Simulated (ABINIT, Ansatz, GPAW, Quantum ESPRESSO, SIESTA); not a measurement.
Code comparison for VH (Fm-3m, 2 atoms in the cell)

Self-consistent single point, at a second geometry (lattice scaled by 0.98). First geometry:

```
CELL_PARAMETERS angstrom
      0.00000     1.96375     1.96375
      1.96375     0.00000     1.96375
      1.96375     1.96375     0.00000
ATOMIC_POSITIONS crystal
  V  0.00000 0.00000 0.00000
  H  0.50000 0.50000 0.50000
```

Shared settings, as Ansatz (a program for electronic structure) writes them: kpoints.mp_grid.grid = 14 14 14; scf.occupations.method = gaussian; scf.occupations.width = 0.1 eV. Potentials and cutoffs stand in the table.

```csv
code,model,ΔF from the first geometry (meV/atom),pressure (GPa),cutoff
SIESTA,"GGA PBEsol, numerical atomic orbitals TZP, PseudoDojo PBEsol standard norm-conserving potentials (rewritten from UPF to PSML)",-6.1,4.77,grid 400 Ry
Ansatz,"PBEsol, PAW files made with PBE",6.0,9.04,default
ABINIT,"PBEsol, norm-conserving pseudopotentials (PseudoDojo nc-sr-04 PBEsol standard)",6.0,9.35,42 Ha
Quantum ESPRESSO,"PBEsol, SSSP 1.1.2 efficiency (PBE) pseudopotentials",5.8,9.23,55 Ry
GPAW,"PBEsol, GPAW PAW datasets PBEsol (made by gpaw-setup)",10.6,11.15,850 eV
```

On Ansatz's run: spin polarisation is off.

The spread over the programs that give each value: ΔF from the first geometry within 16.7 meV/atom; pressure within 6.38 GPa.

SIESTA uses small atom-centred bases, whose incompleteness enters pressures, forces and empty levels differently from a plane-wave cutoff. Ansatz's pressure is given at a fixed set of plane waves, as the other plane-wave codes print theirs; with its correction for the finite basis it is 9.38 GPa (the shift of 0.34 GPa shows how far the cutoff is from converged). In the pressure, SIESTA (by 4.52) and GPAW (by 1.86) lie more than 1 GPa from the median of the plane-wave programs.

The starting cell comes from a database of computed structures (which also holds hypothetical and non-ambient phases and stackings), without a prior relaxation at this level. For this run, on top of that: lattice scaled by 0.98.

Left out of this page: Elk and FLEUR (not drawn, or without a comparable value).

Keys are those of Ansatz 0.2.
